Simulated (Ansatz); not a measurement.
The starting structures come from a database of crystals and need not be the phases stable at ambient conditions.

 Where the default PAW files enter, the runs use the earlier of Ansatz's two default sets.

## Evanescent states of Sr2H3NO6 (P-62m, not sure to be the ambient phase, 12 atoms a cell, 11.7 Å³ an atom, -4 GPa at this level) along the normal of (001)

The numbers are results of r2SCAN (plane waves, PAW; Ansatz, a first-principles code), not measurements.

The gap is the functional's own. No spin-orbit coupling. Mid-gap values are interpolated on the energy grid.

Energies count from the valence-band top; κ is the least over a 6×6 mesh across the current.

```json
[
 {"E (eV)": "0.09", "κ (1/Å)": "0.140", "where": "Γ"},
 {"E (eV)": "0.26", "κ (1/Å)": "0.234", "where": "Γ"},
 {"E (eV)": "0.42", "κ (1/Å)": "0.293", "where": "Γ"},
 {"E (eV)": "0.59", "κ (1/Å)": "0.336", "where": "Γ"},
 {"E (eV)": "0.77", "κ (1/Å)": "0.370", "where": "Γ"},
 {"E (eV)": "0.94", "κ (1/Å)": "[?]", "where": "Γ"},
 {"E (eV)": "1.10", "κ (1/Å)": "[?]", "where": "Γ"},
 {"E (eV)": "1.27", "κ (1/Å)": "[?]", "where": "Γ"},
 {"E (eV)": "1.45", "κ (1/Å)": "[?]", "where": "Γ"},
 {"E (eV)": "1.61", "κ (1/Å)": "[?]", "where": "Γ"},
 {"E (eV)": "1.78", "κ (1/Å)": "[?]", "where": "Γ"},
 {"E (eV)": "1.96", "κ (1/Å)": "[?]", "where": "Γ"},
 {"E (eV)": "2.12", "κ (1/Å)": "[?]", "where": "Γ"},
 {"E (eV)": "2.29", "κ (1/Å)": "[?]", "where": "Γ"},
 {"E (eV)": "2.46", "κ (1/Å)": "[?]", "where": "Γ"},
 {"E (eV)": "2.63", "κ (1/Å)": "0.522", "where": "Γ"},
 {"E (eV)": "2.81", "κ (1/Å)": "0.527", "where": "Γ"},
 {"E (eV)": "2.98", "κ (1/Å)": "0.495", "where": "Γ"},
 {"E (eV)": "3.15", "κ (1/Å)": "0.385", "where": "Γ"},
 {"E (eV)": "3.31", "κ (1/Å)": "0.199", "where": "Γ"}
]
```

Question: Complete the blanks.

Answer: 
- 0.94, κ (1/Å): 0.398
- 1.10, κ (1/Å): 0.421
- 1.27, κ (1/Å): 0.441
- 1.45, κ (1/Å): 0.458
- 1.61, κ (1/Å): 0.472
- 1.78, κ (1/Å): 0.484
- 1.96, κ (1/Å): 0.494
- 2.12, κ (1/Å): 0.503
- 2.29, κ (1/Å): 0.510
- 2.46, κ (1/Å): 0.516
